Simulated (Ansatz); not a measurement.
For zinc-blende PbS (model structure), PBEsol (plane waves, PAW; Ansatz, an electronic-structure program) gives:

- lattice parameter a: 6.546 Å
- formation enthalpy: -0.281 eV/atom

### Question
What does r²SCAN in Ansatz (plane waves, PAW) give for the same quantities?

### Answer

- lattice constant a: 6.602 Å (grows by 0.9 %)
- formation enthalpy: -0.415 eV/atom (moves by -0.134 eV/atom)

Changes are worked out from the printed values.

Unless a cell is named, each level is at its own relaxed cell (PBEsol 35.05, r²SCAN 35.97 Å³/atom).

Levels without +SOC leave out spin–orbit coupling, which shifts energies and cells of such heavy elements.

Ansatz's density-functional and Hartree–Fock values are scalar-relativistic unless marked +SOC, with PAW data made under PBE.

A model structure was made by putting elements into a prototype or built by hand; it is no filed structure, need not be a known phase, and can be a saddle point held by its symmetry.
